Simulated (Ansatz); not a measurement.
Consider TiAl₃ (space group I4/mmm, No. 139; relaxed with 0.1 eV smearing).

```xyz
4
Lattice="-1.9131 1.9131 4.2771 1.9131 -1.9131 4.2771 1.9131 1.9131 -4.2771" Properties=species:S:1:pos:R:3 pbc="T T T"
Al     0.0000     0.0000     4.2771
Al     0.0000     1.9131     2.1385
Al     1.9131     0.0000     2.1385
Ti     0.0000     0.0000     0.0000
```

Cartesian axes are those of the cell as printed.

Level of theory: Ansatz (a quantum-chemistry and plane-wave program), r2SCAN, PAW, cutoff 500 eV, spin-orbit coupling left out.

It is then changed as follows: biaxial strain +1.59 %, plane normal [001], relaxed out of plane (Cartesian); in-plane vectors clamped, the third vector and the atoms free.

Task: What happens to the in-plane stress?

Result: The mean in-plane stress (compression positive) comes out as -4.1 GPa.

Task: Estimate the effect on the out-of-plane strain.

Result: The out-of-plane strain comes out as -0.68 %.

Stability against distortions was not tested. All final runs are without spin polarisation.
